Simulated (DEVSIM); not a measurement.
Device: abrupt Ge n-p junction, at 300 K.

```csv
layer (left to right),material,thickness (μm),Nd (cm⁻³),Na (cm⁻³),τn (s),τp (s)
1,Ge,1.80,1.6e17,-,3.1e-5,3.1e-5
2,Ge,13.0,-,1.6e14,3.1e-5,3.1e-5
```

Left contact: ohmic. Right contact: ohmic. Voltage is applied to the left contact. Recombination: SRH at mid-gap. Mobility is constant in doping.

The device is made up for the run: typed textbook-type constants, with dimensions and the other settings drawn at random. Values at 300 K; Nc and Nv go as T^1.5, mobilities as T to minus their exponent, the gap by Varshni's rule with the affinity fixed.

```tsv
parameter	Ge
gap (eV)	0.664
affinity (eV)	4
permittivity	16
Nc (cm⁻³)	1.04e19
Nv (cm⁻³)	6e18
μn (cm²/Vs)	3900
μp (cm²/Vs)	1900
T exponent of μn	1.66
T exponent of μp	2.33
Varshni α (eV/K)	0.000477
Varshni β (K)	235
```

Model (solved in DEVSIM): 1D drift-diffusion, Boltzmann statistics, complete ionisation; no tunnelling, impact ionisation, image-force lowering or self-heating.

The temperature was swept, all else fixed.

```json
[
 {"temperature (K)": "250", "largest field in the device at zero bias (V/cm)": "17000", "potential step across the device at zero bias (V)": "0.378"},
 {"temperature (K)": "300", "largest field in the device at zero bias (V/cm)": "19000", "potential step across the device at zero bias (V)": "0.284"},
 {"temperature (K)": "350", "largest field in the device at zero bias (V/cm)": "20000", "potential step across the device at zero bias (V)": "0.208"},
 {"temperature (K)": "400", "largest field in the device at zero bias (V/cm)": "21000", "potential step across the device at zero bias (V)": "0.165"},
 {"temperature (K)": "450", "largest field in the device at zero bias (V/cm)": "21000", "potential step across the device at zero bias (V)": "0.127"},
 {"temperature (K)": "500", "largest field in the device at zero bias (V/cm)": "20000", "potential step across the device at zero bias (V)": "0.091"}
]
```

From the first row to the last the largest field in the device at zero bias goes from 17000 to 20000. From the first row to the last the potential step across the device at zero bias goes from 0.378 to 0.091.
